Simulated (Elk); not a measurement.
Band structure of Li2Ga (Cmcm, 6 atoms in the cell).

```
Li2Ga
1.0
    2.21189    -4.60412     0.00000
    2.21189     4.60412     0.00000
    0.00000     0.00000     4.24882
Li Ga
4 2
Direct
  0.41809   0.58191   0.25000
  0.58191   0.41809   0.75000
  0.24055   0.75945   0.75000
  0.75945   0.24055   0.25000
  0.07743   0.92257   0.25000
  0.92257   0.07743   0.75000
```

Method: LDA (PW92), all-electron FP-LAPW, Elk's shipped species files, default APW+lo basis (Elk).

Settings: swidth = 0.00367493 Ha; ngridk = 6 6 5; maxscl = 100.

The starting cell comes from a database of computed structures (which also holds hypothetical and non-ambient phases and stackings), without a prior relaxation at this level. Its lattice was rescaled by a random factor within 2.5 % of one. Values depend on the basis (sphere radii, cutoffs, local orbitals), which need not be converged.

Levels in eV from the Fermi level, bands 16 to 23:
```json
[
 {"point": "Γ", "16": "-2.95", "17": "-1.45", "18": "-0.87", "19": "-0.49", "20": "1.06", "21": "1.94", "22": "2.79", "23": "3.13"},
 {"point": "X", "16": "-4.36", "17": "-3.25", "18": "0.03", "19": "1.01", "20": "1.04", "21": "1.68", "22": "2.60", "23": "3.05"},
 {"point": "S", "16": "-4.15", "17": "-2.60", "18": "-1.31", "19": "-0.12", "20": "1.68", "21": "2.36", "22": "2.39", "23": "4.29"},
 {"point": "R", "16": "-6.06", "17": "-2.14", "18": "-2.14", "19": "-1.38", "20": "-1.38", "21": "2.34", "22": "2.34", "23": "6.82"},
 {"point": "A", "16": "-6.04", "17": "-2.17", "18": "-2.17", "19": "-1.69", "20": "-1.69", "21": "3.72", "22": "3.72", "23": "5.42"},
 {"point": "Z", "16": "-6.67", "17": "-0.48", "18": "-0.48", "19": "1.45", "20": "1.45", "21": "1.51", "22": "1.51", "23": "3.41"},
 {"point": "Y", "16": "-5.12", "17": "-1.67", "18": "-0.39", "19": "1.52", "20": "1.60", "21": "1.91", "22": "2.82", "23": "4.78"},
 {"point": "X1", "16": "-4.36", "17": "-3.25", "18": "0.03", "19": "1.01", "20": "1.04", "21": "1.68", "22": "2.60", "23": "3.05"},
 {"point": "A1", "16": "-6.04", "17": "-2.17", "18": "-2.17", "19": "-1.69", "20": "-1.69", "21": "3.72", "22": "3.72", "23": "5.42"},
 {"point": "T", "16": "-6.31", "17": "-2.73", "18": "-2.73", "19": "0.47", "20": "0.47", "21": "3.17", "22": "3.17", "23": "7.42"}
]
```

Bands cross the Fermi level along this path, so the cell is metallic at this level.
